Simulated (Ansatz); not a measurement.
**Effective masses and thermopower of MgS (Fm-3m)**

```xyz
2
Lattice="0.0000 2.5908 2.5908 2.5908 0.0000 2.5908 2.5908 2.5908 0.0000" Properties=species:S:1:pos:R:3 pbc="T T T"
Mg     0.0000     0.0000     0.0000
S      2.5908     2.5908     2.5908
```

Method: r2SCAN, rigid bands (plane waves, PAW, scalar-relativistic; Ansatz, a quantum-chemistry and plane-wave program). Condition of this run: functional r2SCAN on the same cell. Geometry: cell and atoms relaxed with PBEsol.

- band gap: 3.50 eV
- electron conductivity mass (300 K, dilute): 0.37 mₑ
- hole conductivity mass (300 K, dilute): 1.02 mₑ
- effective density of states N_c (300 K): 1.8e19 cm⁻³
- effective density of states N_v (300 K): 1.7e20 cm⁻³
- density-of-states mass, electrons: 0.80 mₑ
- density-of-states mass, holes: 3.6 mₑ
- Seebeck coefficient, n-type 1e19 cm⁻³, 300 K: -265 μV/K
- best n-type power factor at 300 K for τ = 10 fs (best axis; densities from 1e16 to 1e21 cm⁻³ tried, whether or not they can be reached): 7.4 μW/(cm·K²) at 1e20 cm⁻³
- Seebeck coefficient, p-type 1e19 cm⁻³, 300 K: 455 μV/K
- best p-type power factor at 300 K for τ = 10 fs (best axis; densities from 1e16 to 1e21 cm⁻³ tried, whether or not they can be reached): 25 μW/(cm·K²) at 3e20 cm⁻³

Rigid bands; masses and Seebeck coefficients take one relaxation time τ for all states and one kind of carrier; polarons and phonon drag are left out. Spin-orbit coupling is left out; where it splits the top of the valence band, N_v and the p-type Seebeck coefficient come out somewhat high without it. Geometry: cell and atoms relaxed with PBEsol.
